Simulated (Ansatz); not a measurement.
Response to strain in hypothetical diamond Sc

Consider Sc in the diamond structure (space group Fd-3m, No. 227; a = 6.581 Å; a hypothetical phase, not in the database extracts checked; relaxed with 0.1 eV smearing). Axes: x, y, z lie along the cube axes.

Strains are applied to the cell and any free atomic positions relax; under biaxial strain the out-of-plane vector relaxes too.

All numbers come from PBE (Ansatz, an electronic-structure program; PAW; 420 eV plane waves; scalar-relativistic without spin-orbit coupling).

Notes on the quantities. energy relative to the base: free energy F; pressure: mean of the normal stresses, compression positive.

| case | energy relative to the base | pressure | volume per atom |
|---|---|---|---|
| base | 0 meV/atom | 0.0 GPa | 35.63 Å³ |
| biaxial strain −1.35 %, plane normal [001], relaxed out of plane | -159 meV/atom | -4.1 GPa | 48.40 Å³ |
| biaxial strain −3.60 %, plane normal [110], relaxed out of plane | -0.684 eV/atom | -6.7 GPa | 40.79 Å³ |
| isotropic strain −0.83 % | +0.5 meV/atom | 0.2 GPa | 34.75 Å³ |
| isotropic strain +1.35 % | +1.4 meV/atom | -0.3 GPa | 37.10 Å³ |
| uniaxial strain ε_zz = +1.70 % | -0.9 meV/atom | -0.1 GPa | 36.24 Å³ |
| tensor shear ε_yz = −1.08 % | -93 meV/atom | -0.9 GPa | 35.63 Å³ |

Stability against distortions was not tested. The final runs are not spin-polarised. Under biaxial strain −1.35 %, plane normal [001], relaxed out of plane, biaxial strain −3.60 %, plane normal [110], relaxed out of plane and uniaxial strain ε_zz = +1.70 % and more the cell ends below the base's energy or with stress of the wrong sign: the atoms slid into a distortion or the cell is elastically unstable, so the base is not a stable minimum at this level. Sc has a high density of states at the Fermi level and may be magnetic at this level.
